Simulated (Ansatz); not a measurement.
The reference is MoP in the CsCl type structure (space group Pm-3m, No. 221; a = 2.975 Å; a hypothetical phase, not in the database extracts checked; relaxed with 0.1 eV smearing). Axes: x, y, z lie along the cube axes.

All numbers come from plane-wave PAW DFT at the PBEsol level (Ansatz, a first-principles code, 420 eV), no spin-orbit coupling.

A first run, uniaxial strain ε_yy = −1.16 %, gives secant values C11 ≈ 500 GPa and C12 ≈ 150 GPa from its stress. A second run applies uniaxial stress, 2 GPa tension along z.

### Question
What does linear elasticity predict for Young's modulus in the second run, and what does the run give?

### Answer
Linear elasticity: (C11 − C12)(C11 + 2 C12)/(C11 + C12) = 430 GPa. The run gives 410 GPa; any difference comes from nonlinear terms at these strains and numerical noise.

Beyond what the load breaks, stability against distortions was not tested. The final runs are not spin-polarised.
